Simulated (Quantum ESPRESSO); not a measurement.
**Variants of one calculation on In5S8 (F-43m, 13 atoms in the cell)**

```yaml
crystal:
  lattice:
    - [0.00000, 5.47032, 5.47032]
    - [5.47032, 0.00000, 5.47032]
    - [5.47032, 5.47032, 0.00000]
  atoms:
    - { symbol: In, position: [0.85352, 0.38216, 0.38216] }
    - { symbol: In, position: [0.38216, 0.38216, 0.85352] }
    - { symbol: In, position: [0.38216, 0.85352, 0.38216] }
    - { symbol: In, position: [0.38216, 0.38216, 0.38216] }
    - { symbol: In, position: [0.00000, 0.00000, 0.00000] }
    - { symbol: S, position: [0.59779, 0.13407, 0.13407] }
    - { symbol: S, position: [0.13407, 0.13407, 0.59779] }
    - { symbol: S, position: [0.13407, 0.59779, 0.13407] }
    - { symbol: S, position: [0.13407, 0.13407, 0.13407] }
    - { symbol: S, position: [0.13325, 0.62225, 0.62225] }
    - { symbol: S, position: [0.62225, 0.62225, 0.13325] }
    - { symbol: S, position: [0.62225, 0.13325, 0.62225] }
    - { symbol: S, position: [0.62225, 0.62225, 0.62225] }
```

Base run A: Quantum ESPRESSO 7.5 with PBEsol, GBRV 1.5 ultrasoft (PBESOL) pseudopotentials, self-consistent single point.

Its settings: ecutwfc = 40 Ry; ecutrho = 200 Ry; occupations = smearing; smearing = fd; degauss = 0.0073499 Ry; potentials = {In: in_pbesol_v1.4.uspp.F.UPF, S: s_pbesol_v1.4.uspp.F.UPF}; K_POINTS = automatic 4 4 4 0 0 0; conv_thr = 1e-10 Ry; mixing_beta = 0.3.

The starting cell comes from a database of computed structures (which also holds hypothetical and non-ambient phases and stackings), without a prior relaxation at this level. Its lattice was rescaled by a random factor within 2.5 % of one. In the base run, with a pressure of about -5 GPa the cell is away from its equilibrium volume at this level.

ΔF is the free energy per atom less that of run A. A dash stands where there is no value to compare (another energy zero or no entropy term, no result, no spin, no clean gap, or a mesh too coarse for one). Absolute energies have different zeros for different potentials, functionals, Hubbard and dispersion terms and are not compared across them.

Runs:
- B: K_POINTS: automatic 4 4 4 0 0 0 → automatic 8 8 8 0 0 0
- C: ecutwfc: 40 Ry → 60 Ry; ecutrho: 200 Ry → 300 Ry
- D: nosym: default → true
- E: conv_thr: 1e-10 Ry → 7.3e-10 Ry
- F: degauss: 0.0073499 Ry → 0.02205 Ry; K_POINTS: automatic 4 4 4 0 0 0 → automatic 2 2 2 0 0 0
- G: K_POINTS: automatic 4 4 4 0 0 0 → automatic 3 3 3 0 0 0
- H: lattice scaled by 1.015; ecutwfc: 40 Ry → 24 Ry; ecutrho: 200 Ry → 120 Ry
- I: mixing_beta: 0.3 → 0.2; mixing_mode: default → local-TF
- J: ecutwfc: 40 Ry → 70 Ry; ecutrho: 200 Ry → 560 Ry; pseudopotentials: {In: in_pbesol_v1.4.uspp.F.UPF, S: s_pbesol_v1.4.uspp.F.UPF} → {In: In.pbe-dn-rrkjus_psl.0.2.2.UPF, S: s_pbe_v1.4.uspp.F.UPF}; input_dft: default → pbesol
- K: diagonalization: default → rmm-paro

| run | ΔF (meV/atom) | pressure (GPa) | largest force (eV/Å) | k-points |
|---|---|---|---|---|
| A | 0.00 | -4.77 | 0.509 | 8 |
| B | 0.36 | -4.75 | 0.514 | 29 |
| C | -23.6 | -4.64 | 0.511 | 8 |
| D | 0.00 | -4.77 | 0.509 | 36 |
| E | 0.00 | -4.77 | 0.509 | 8 |
| F | -29.9 | -4.11 | 0.560 | 3 |
| G | 0.70 | -4.77 | 0.508 | 4 |
| H | 998.4 | -45.20 | 0.885 | 8 |
| I | 0.00 | -4.77 | 0.509 | 8 |
| J | – | -4.13 | 0.470 | 8 |
| K | 0.00 | -4.77 | 0.509 | 8 |

Run H against A: The free energy rises by 998 meV/atom, the pressure goes from -4.77 to -45.20 GPa and the largest force goes from 0.509 to 0.885 eV/Å.

Run J against A: The pressure goes from -4.77 to -4.13 GPa and the largest force goes from 0.509 to 0.470 eV/Å.

Run F against A: The free energy drops by 29.9 meV/atom, the pressure goes from -4.77 to -4.11 GPa and the largest force goes from 0.509 to 0.560 eV/Å.
